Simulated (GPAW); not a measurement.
A self-consistent single point of Sr3P2 (Pm-3m, 5 atoms in the cell) with GPAW

Computed with PBEsol, GPAW PAW datasets PBEsol (made by gpaw-setup) (plane waves; GPAW).

Input:

```python
from ase import Atoms
from ase.units import GPa
from gpaw import GPAW, PW, FermiDirac

atoms = Atoms(['Sr', 'Sr', 'Sr', 'P', 'P'],
              cell=[[5.670000, 0.000000, 0.000000],
                    [0.000000, 5.670000, 0.000000],
                    [0.000000, 0.000000, 5.670000]],
              positions=[[0.000000, 2.835000, 2.835000],
                         [2.835000, 0.000000, 2.835000],
                         [2.835000, 2.835000, 0.000000],
                         [0.000000, 0.000000, 0.000000],
                         [2.835000, 2.835000, 2.835000]],
              pbc=True)

calc = GPAW(mode=PW(550),
            xc='PBEsol',
            kpts={'size': (6, 6, 6), 'gamma': True},
            occupations=FermiDirac(0.136),
            nbands=-6,
            convergence={'forces': 0.001, 'bands': -4},
            symmetry={'symmorphic': False, 'tolerance': 0.0005},
            maxiter=120)

atoms.calc = calc

energy = atoms.get_potential_energy()
print('Energy (eV):', round(energy, 6))
forces = atoms.get_forces()
print('Forces (eV/Ang):')
print(forces.round(5))
stress = atoms.get_stress()
print('Stress (GPa, Voigt):', (stress / GPa).round(4))
```

The program printed (abridged):

```
Input parameters:
  convergence: {bands: -4,
                forces: 0.001}
  kpts: {gamma: True,
         size: (6, 6, 6)}
  maxiter: 120
  mode: {ecut: 550.0,
         name: pw}
  nbands: -6
  occupations: {fixmagmom: False,
                name: fermi-dirac,
                width: 0.136}
  symmetry: {symmorphic: False,
             tolerance: 0.0005}
  xc: PBEsol

species:
  Sr:
    name: Strontium
    Z: 38.0
    valence: 10
    core: 28
    charge: 0.0
    file: Sr.PBEsol.gz

    # Using partial waves for Sr as LCAO basis

  P:
    name: Phosphorus
    Z: 15.0
    valence: 5
    core: 10
    charge: 0.0
    file: P.PBEsol.gz

    # Using partial waves for P as LCAO basis

Reference energy: -277907.540421  # eV

Spin-paired calculation

Convergence criteria:
 Maximum [total energy] change in last 3 cyles: 0.0005 eV / valence electron
 Maximum integral of absolute [dens]ity change: 0.0001 electrons / valence electron
 Maximum integral of absolute [eigenst]ate change: 4e-08 eV^2 / valence electron
 Maximum change in the atomic [forces] across last 2 cycles: 0.001 eV/Ang OR
Maximum error relative to the maximum force is below inf
 Maximum number of scf [iter]ations: 120

Symmetries present (total): 48
Symmetries with fractional translations: 0
216 k-points: 6 x 6 x 6 Monkhorst-Pack grid + [1/12,1/12,1/12]
20 k-points in the irreducible part of the Brillouin zone
       k-points in crystal coordinates                weights
   0:     0.00000000    0.00000000    0.00000000          1/216
   1:     0.16666667    0.00000000    0.00000000          6/216
   2:     0.16666667    0.16666667    0.00000000         12/216
   [... 7 lines left out ...]
          ...
  19:     0.50000000    0.50000000    0.50000000          1/216

Wave functions: Plane wave expansion
  Cutoff energy: 550.000 eV
  Number of coefficients (min, max): 5308, 5400
  Pulay-stress correction: 0.000000 eV/Ang^3 (de/decut=0.000000)

Occupation numbers: Fermi-Dirac:
  width: 0.1360  # eV

Eigensolver

Densities:
  Coarse grid: 32*32*32 grid
  Fine grid: 64*64*64 grid
  Total Charge: 0.000000

Density mixing:
  Method: separate
  Backend: pulay
  Linear mixing parameter: 0.05
  old densities: 5
  Damping of long wavelength oscillations: 50

Hamiltonian:
  XC and Coulomb potentials evaluated on a 64*64*64 grid
  External potential:
    NoExternalPotential

XC parameters: PBEsol with 2 nearest neighbor stencil

Number of atoms: 5
Number of atomic orbitals: 23
Number of bands in calculation: 26
Number of valence electrons: 40
Bands to converge: 22

Density initialized from atomic densities
  23 bands from LCAO basis set
  3 bands from random numbers

Atomic positions and initial magnetic moments

Positions:
   0 Sr     0.000000    2.835000    2.835000    ( 0.0000,  0.0000,  0.0000)
   1 Sr     2.835000    0.000000    2.835000    ( 0.0000,  0.0000,  0.0000)
   2 Sr     2.835000    2.835000    0.000000    ( 0.0000,  0.0000,  0.0000)
   3 P      0.000000    0.000000    0.000000    ( 0.0000,  0.0000,  0.0000)
   4 P      2.835000    2.835000    2.835000    ( 0.0000,  0.0000,  0.0000)

Unit cell:
           periodic     x           y           z      points  spacing
  1. axis:    yes    5.670000    0.000000    0.000000    32     0.1772
  2. axis:    yes    0.000000    5.670000    0.000000    32     0.1772
  3. axis:    yes    0.000000    0.000000    5.670000    32     0.1772

  Lengths:   5.670000   5.670000   5.670000
  Angles:   90.000000  90.000000  90.000000

Effective grid spacing dv^(1/3) = 0.1772

     iter     time        total  log10-change:
                         energy   eigst   dens  force
iter:   1 --:--:--   -21.882158   +0.27
iter:   2 --:--:--   -21.533698   -0.61  -0.95
iter:   3 --:--:--   -20.413745   -0.83  -1.02
iter:   4 --:--:--   -20.296953   -1.10  -1.27
iter:   5 --:--:--   -20.283174   -1.55  -1.45
iter:   6 --:--:--   -20.386327   -1.82  -1.67
iter:   7 --:--:--   -20.265020   -1.92  -1.82
iter:   8 --:--:--   -20.263175   -2.05  -2.39
iter:   9 --:--:--   -20.266224c  -2.39  -2.63
iter:  10 --:--:--   -20.263383c  -2.75  -2.53
iter:  11 --:--:--   -20.263157c  -2.08  -2.99
iter:  12 --:--:--   -20.263105c  -2.15  -3.53
iter:  13 --:--:--   -20.263053c  -1.81  -3.56
iter:  14 --:--:--   -20.263049c  -1.84  -3.51
iter:  15 --:--:--   -20.263038c  -2.53  -3.63
iter:  16 --:--:--   -20.263032c  -2.95  -3.75
iter:  17 --:--:--   -20.263016c  -3.13  -3.78
iter:  18 --:--:--   -20.263006c  -2.43  -3.90
iter:  19 --:--:--   -20.263000c  -2.92  -3.99
iter:  20 --:--:--   -20.263000c  -2.99  -4.15c
iter:  21 --:--:--   -20.263001c  -3.38  -4.33c
iter:  22 --:--:--   -20.263001c  -3.65  -4.37c
iter:  23 --:--:--   -20.263002c  -3.91  -4.66c
iter:  24 --:--:--   -20.263003c  -4.20  -4.72c
iter:  25 --:--:--   -20.263003c  -4.57  -4.86c
   [... 2 lines left out ...]
iter:  28 --:--:--   -20.263003c  -5.84  -5.07c
iter:  29 --:--:--   -20.263003c  -6.18  -5.28c
iter:  30 --:--:--   -20.263003c  -6.58  -5.41c
iter:  31 --:--:--   -20.263003c  -7.01  -5.48c
iter:  32 --:--:--   -20.263003c  -7.34  -5.51c
iter:  33 --:--:--   -20.263003c  -7.80c -5.53c
iter:  34 --:--:--   -20.263003c  -8.15c -5.55c -24.43c

Converged after 34 iterations.

Dipole moment: (-0.000000, -0.000000, -0.000000) |e|*Ang

Energy contributions relative to reference atoms: (reference = -277907.540421)

Kinetic:        +13.859548
Potential:       -7.820334
External:        +0.000000
XC:             -25.517362
Entropy (-ST):   -0.014473
Local:           -0.777619
SIC:             +0.000000
--------------------------
Free energy:    -20.270239
Extrapolated:   -20.263003

Showing only first 2 kpts
 Kpt  Band  Eigenvalues  Occupancy
  0    18      3.67323    1.74354
  0    19      3.67323    1.74354
  0    20      3.67323    1.74354
  0    21      4.60693    0.01409

  1    18      3.45152    1.94399
  1    19      3.45152    1.94399
  1    20      4.31716    0.11272
  1    21      4.77973    0.00397

Fermi level: 3.93391

No gap
No difference between direct/indirect transitions
Energy (eV): -20.263003

Forces in eV/Ang:
  0 Sr    0.00000    0.00000    0.00000
  1 Sr    0.00000    0.00000    0.00000
  2 Sr    0.00000    0.00000    0.00000
  3 P    -0.00000   -0.00000   -0.00000
  4 P     0.00000    0.00000    0.00000

Stress tensor:
     0.007023     0.000000     0.000000
     0.000000     0.007023     0.000000
     0.000000     0.000000     0.007023
Stress (GPa, Voigt): [1.1253 1.1253 1.1253 0.     0.     0.    ]
```

The run converged in 34 iterations. GPAW prints stress with tension positive.

The starting cell comes from a database of computed structures (which also holds hypothetical and non-ambient phases and stackings), without a prior relaxation at this level. The run gives no clean gap (levels at the Fermi energy touch, overlap or are partly filled at this smearing), which alone does not show that the compound is a metal.

Cost on one core of a shared machine: roughly 2 min.
